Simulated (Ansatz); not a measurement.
LiF (P6₃mc, No. 186, 4 atoms in the cell; start mp-1185301; another space group than a measured phase of this formula), treated with r²SCAN+rVV10 (PAW; Ansatz, a quantum-chemistry and plane-wave program).

Settings: plane-wave cutoff 560 eV, 12×12×8 k mesh (along the axes of the cell as run), Fermi–Dirac smearing 0.01 eV, scalar-relativistic PAW data made under PBE.

Computed at the level's own relaxed cell.

```xyz
4
Lattice="3.0728 0.0000 0.0000 -1.5364 2.6611 0.0000 0.0000 0.0000 4.7565" Properties=species:S:1:pos:R:3 pbc="T T T"
Li     0.0000     1.7741     1.8216
Li     1.5364     0.8870     4.1999
F      0.0000     1.7741     4.7185
F      1.5364     0.8870     2.3403
```

### Question
List the 10 lowest band energies at Γ above −25 eV (eV, relative to the valence band maximum), grouping those that round alike.

### Answer
At Γ: -20.64, -20.39, -2.26, -0.54 (×2), -0.20 (×2), 0.00, 8.54, 13.12.

A start named mp-… is a Materials Project structure, which need not be a measured phase.
